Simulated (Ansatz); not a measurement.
Al2Cu: isotropic strain −3.49 %

Start from Al2Cu (space group I4/mcm, No. 140; a = 6.0058 Å, c = 4.7897 Å).

It is then changed as follows: every lattice vector is shortened by 3.49 %; the atoms relax in the strained cell.

Level of theory: r2SCAN in Ansatz (plane waves to 500 eV, PAW, no spin-orbit coupling). k-mesh 12×12×12 (Γ-centred); smearing 0.05 eV (Fermi–Dirac).

The volume per atom shrinks by 1.46 Å³ to 12.94 Å³ and the space group remains I4/mcm (No. 140). The shortest interatomic distance drops by 0.084 Å, from 2.395 Å to 2.311 Å and the energy grows by 64 meV/atom. The pressure (mean of the normal stresses, compression positive) goes from zero to 15.5 GPa and the band gap is still zero.

Final structure:

```yaml
crystal:
  lattice:
    - [-2.89811, 2.89811, 2.31127]
    - [2.89811, -2.89811, 2.31127]
    - [2.89811, 2.89811, -2.31127]
  atoms:
    - { symbol: Al, position: [0.65815, 0.15815, 0.81631] }
    - { symbol: Al, position: [0.84185, 0.65815, 0.50000] }
    - { symbol: Al, position: [0.15815, 0.34185, 0.50000] }
    - { symbol: Al, position: [0.34185, 0.84185, 0.18369] }
    - { symbol: Cu, position: [0.25000, 0.25000, 0.00000] }
    - { symbol: Cu, position: [0.75000, 0.75000, 0.00000] }
```

Whether these cells are dynamically stable was not tested. All final runs are without spin polarisation.

Ansatz is a first-principles code.
